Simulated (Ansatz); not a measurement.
Abridged Ansatz (a first-principles code) output:

```
Pseudopotential: Ca, paw, valence charge 10
Pseudopotential: Mg, paw, valence charge 10
Crystal: 4 atoms, lattice volume = 144.930 Å³
Basis set: ecut = 500 eV, 3695 PW (Γ), exchange–correlation on 180×180×180 points (64 copies of the dense FFT grid, shifted against one another)
Bands: 24, of which v1, the nominal top of the filled ones, is band 20 counted from 1 (19 counted from 0)
Symmetry: 16 space group operations
k-points: 126 of 1331
Functional: x = r2scan, c = r2scan; τ floored in thin density (d = 2e-4 eV/Å³)
SCF iter   1: F=—  HF=-7391.318006 eV  |F-HF|=—  |Δ(HF+E_count)|=         —  Δρ=1.30e-2  dr2=4.43e-1  dr2_τ=8.56e-3  ethr=1.10e-3  ⟨swp⟩=1.0  Hψ=20986  notcnv=0
SCF iter   2: F=—  HF=-7391.428664 eV  |F-HF|=—  |Δ(HF+E_count)|=   1.11e-1  Δρ=8.93e-3  dr2=2.01e-1  dr2_τ=3.29e-3  ethr=1.10e-3  ⟨swp⟩=2.0  Hψ=4032  notcnv=0
SCF 1 converged in 10 iterations: F = -7391.436973 eV  dr2 = 5.80e-11
SCF converged after 10 iterations
Free energy (F): -7391.436973 eV
Internal energy: -7391.406326 eV  (E = F + TS)
E sigma→0 (E₀):  -7391.421650 eV
Entropy (-TS):   -0.030647 eV (-7.662 meV/atom)
Fermi energy:    5.182454 eV
--- Forces (eV/Å), atoms counted from 1 ---
  atom   1  Ca     0.00000000     0.00000000     0.00000000
  atom   2  Ca    -0.00000000    -0.00000000     0.00000000
  atom   3  Ca    -0.00000000     0.00000000     0.00000000
  atom   4  Mg     0.00000000     0.00000000    -0.00000000
--- Stress (GPa, compression-positive) ---
        0.005309      -0.000000       0.000000
       -0.000000       0.005309      -0.000000
        0.000000       0.000000      -0.006762
  P = ⅓ Tr σ = 0.0013 GPa (0.013 kbar)
```

Problem. What was computed, and what are the main results?

Solution. Ca3Mg, 4 atoms in the cell, with Kohn–Sham DFT with the r2SCAN functional, run in Ansatz with PAW and 500 eV plane waves, scalar-relativistic without spin-orbit coupling, earlier PAW set. The last SCF converged to F = -7391.436973 eV, or -1847.8592 eV per atom, at a pressure of 0.00 GPa. The total energy compares only with runs of the same code, potentials and settings.

These are small ordered cells, not random alloys; other orderings at the same x differ. Whether these cells are dynamically stable was not tested. The cell was made from Ca by this change: x(Mg) = 0.25, 4 atoms, I4/mmm. Under x(Mg) = 0.25, 4 atoms, I4/mmm the cell changed shape so far that it is another structure.
